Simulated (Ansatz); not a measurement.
**L1₀ (CuAu-type) FeNi**

Level of theory: r²SCAN in Ansatz (plane waves, PAW).

Settings: plane-wave cutoff 560 eV, 22×22×16 k mesh (along the axes of the cell as run), Fermi–Dirac smearing 0.05 eV, spin-polarised with parallel moments, scalar-relativistic PAW data made under PBE.

Cell: relaxed at this level.

- band gap = zero (no gap)
- equilibrium lattice constant a (two-atom tetragonal cell) = 2.513 Å
- lattice parameter c (two-atom tetragonal cell) = 3.534 Å
- bulk modulus = 193 GPa

Note: the magnetic order was assumed, not searched for or taken from measurement; the bulk modulus is −V dP/dV from two relaxed cells at ±2 % in volume.

It cost around 17 core-minutes (rough) of CPU time.

Ansatz is an electronic-structure program.
